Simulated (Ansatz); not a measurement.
**ZnAg under a change: pressure 3 GPa**

Start from ZnAg in the CsCl type structure (space group Pm-3m, No. 221; a = 3.118 Å).

It is then changed as follows: cell and atoms relaxed at a pressure of 3 GPa.

Method: PBEsol (Ansatz, a program for electronic structure, PAW, spin-orbit coupling left out). Γ-centred 15×15×15 mesh, Fermi–Dirac width 0.05 eV.

The volume per atom drops by 0.365 Å³ (15.15 Å³ → 14.78 Å³) and the lattice parameter a shrinks by 0.0252 Å to 3.092 Å. The enthalpy H = E + PV relative to the base's energy amounts to +0.28 eV/atom and the band gap remains zero.

Load acts through the strain it causes; cell and atoms are relaxed under it. No phonon test of stability was made.
